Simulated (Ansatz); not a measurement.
## Effect of pressure 5 GPa on Cu3Si

Consider Cu3Si (space group P6_3/mmc, No. 194; a = 5.114 Å, c = 4.080 Å; a cell from a computed database, its experimental status unchecked).

The change: cell and atoms relaxed at a pressure of 5 GPa.

Method: Ansatz (a first-principles code), PBEsol, PAW, cutoff 420 eV, no SOC. Settings: 11×11×11 k-points, 0.05 eV Fermi–Dirac smearing.

- Volume per atom = 11.23 Å³ (base 11.55 Å³)
- Density = 8.08 g/cm³ (base 7.86 g/cm³)
- Lattice parameter a = 5.064 Å (base 5.114 Å)
- c/a ratio = 0.799 (base 0.798)
- Shortest interatomic distance = 2.492 Å (base 2.513 Å)
- Enthalpy H = E + PV relative to the base's energy = +0.36 eV/atom
- Band gap = zero (base zero)

Final structure:

```
Cu3Si
1.0
    5.06359     0.00000     0.00000
   -2.53179     4.38520     0.00000
    0.00000     0.00000     4.04775
Si Cu
2 6
Direct
  0.33333   0.66667   0.75000
  0.66667   0.33333   0.25000
  0.16753   0.33505   0.25000
  0.83247   0.66495   0.75000
  0.83247   0.16753   0.75000
  0.16753   0.83247   0.25000
  0.66495   0.83247   0.25000
  0.33505   0.16753   0.75000
```

Load acts through the strain it causes; cell and atoms are relaxed under it. Stability against distortions was not tested. Competing high-pressure phases were not computed. All final runs are without spin polarisation.
